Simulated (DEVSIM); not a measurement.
Structure: Schottky contact on n-type GaP, at 300 K.

```tsv
layer (left to right)	material	thickness (μm)	Nd (cm⁻³)	τn (s)	τp (s)
1	GaP	3.80	1.1e16	2.1e-6	2.1e-6
2	GaP	0.640	1.9e18	2.1e-6	2.1e-6
```

Left contact: Schottky, work function 5.51 eV, emission velocity 3.5e6 cm/s. Right contact: ohmic. Voltage is applied to the left contact. Recombination: SRH at mid-gap, radiative, Auger. Mobility is μmin + (μ − μmin)/(1 + (N/Nref)^α).

The device is made up for the run: typed textbook-type constants, with dimensions and the other settings drawn at random. Values at 300 K.

```csv
parameter,GaP
gap (eV),2.26
affinity (eV),3.8
permittivity,11.1
Nc (cm⁻³),1.8e19
Nv (cm⁻³),1.9e19
μn (cm²/Vs),250
μp (cm²/Vs),150
"μn,min",10
"μp,min",10
"Nref,n",4.4e18
"Nref,p",1e18
αn,0.8
αp,0.85
B (cm³/s),1e-13
Cn (cm⁶/s),1e-30
Cp (cm⁶/s),1e-30
```

Simulated with DEVSIM: 1D drift-diffusion, Boltzmann statistics, complete ionisation; no tunnelling, impact ionisation, image-force lowering or self-heating. Metal contacts follow the ideal Schottky-Mott rule: no Fermi-level pinning, no interface dipoles.

Base results: dark forward voltage at 1 A/cm² (V) 1.306; potential step across the device at zero bias (V) 1.652; dark forward voltage at 100 A/cm² (V) 1.519.

**Question.** What follows from this one change: metal work function 5.51 → 5.61 eV?

**Answer.** dark forward voltage at 1 A/cm² 1.306 → 1.406 V; potential step across the device at zero bias 1.652 → 1.752 V; dark forward voltage at 100 A/cm² 1.519 → 1.619 V.

**Question.** What follows from this one change: metal work function 5.51 → 5.36 eV?

**Answer.** dark forward voltage at 1 A/cm² 1.306 → 1.156 V; potential step across the device at zero bias 1.652 → 1.502 V; dark forward voltage at 100 A/cm² 1.519 → 1.369 V.
